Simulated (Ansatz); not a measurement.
**What uniaxial stress, 8 GPa compression along z does to TiC**

The parent structure is TiC in the rock salt structure (space group Fm-3m, No. 225; a = 4.2934 Å; relaxed with 0.1 eV smearing). Axes: x, y, z lie along the cube axes.

The change: uniaxial stress, 8 GPa compression along z, with the cell and atoms free to relax against it.

The values are results of Kohn–Sham DFT with the PBEsol functional, run in Ansatz (a quantum-chemistry and plane-wave program) with PAW and 420 eV plane waves, no spin-orbit coupling, not measurements. k-mesh 23×23×23 (Γ-centred); smearing 0.1 eV (Fermi–Dirac).

The volume per atom shrinks by 0.09 Å³ (9.89 Å³ → 9.80 Å³) and the space group goes from Fm-3m (No. 225) to I4/mmm (No. 139). The shortest interatomic distance falls by 0.031 Å to 2.116 Å and the energy grows by 3.5 meV/atom. The band gap remains zero and the strain response (xx, yy, zz) is (+0.27, +0.27, −1.45) %. The secant Young's modulus along z amounts to 550 GPa and the mean lateral Poisson ratio is 0.19.

Final structure:

```xyz
2
Lattice="0.0000 2.1525 2.1155 2.1525 0.0000 2.1155 2.1525 2.1525 0.0000" Properties=species:S:1:pos:R:3 pbc="T T T"
C      0.0000     0.0000     0.0000
Ti     2.1525     2.1525     2.1155
```

Stability under load was not tested beyond the relaxation. All final runs are without spin polarisation.
